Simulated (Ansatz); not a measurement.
Effect of biaxial strain +2.40 %, plane normal [001], relaxed out of plane on Cu3N

Take Cu$_{3}$N (space group Pm-3m, No. 221; a = 3.8269 Å) as the base. Axes: x, y, z lie along the cube axes.

Perturbation: biaxial strain +2.40 %, plane normal [001], relaxed out of plane (Cartesian); in-plane vectors clamped, the third vector and the atoms free.

Method: PBE (Ansatz, a quantum-chemistry and plane-wave program, PAW, spin-orbit coupling left out). Settings: 9×9×9 k-points, 0.05 eV Fermi–Dirac smearing.

The space group changes from Pm-3m (No. 221) to P4/mmm (No. 123) and the shortest interatomic distance falls by 0.020 Å to 1.893 Å. The energy goes up by 12 meV/atom and the pressure (mean of the normal stresses, compression positive) goes from zero to -3.70 GPa. The band gap grows by 0.10 eV (0.22 eV → 0.32 eV) and the gap character is indirect, A → M. The electron mass is 2.1 mₑ out of plane, 0.17 mₑ in plane (at M) and the valley order (the lowest conduction-band minima on the path, energy above the VBM, named in the base's zone) changes from M along ⟨110⟩ 0.22 eV; Γ 0.97 eV; X along ⟨100⟩ 1.52 eV to M along [110] 0.32 eV; M along [011] 0.34 eV; Γ 0.86 eV; X along [001] 1.30 eV. The out-of-plane strain is -1.05 % and the ratio −ε⊥/ε∥ amounts to 0.44. The mean in-plane stress (compression positive) is -5.6 GPa.

Effective masses come from finite differences of ±0.01 Å⁻¹. Whether these cells are dynamically stable was not tested. All final runs are without spin polarisation. The zero or small gap of Cu3N can change with the level of theory. k-point labels follow each cell's own Brillouin zone.
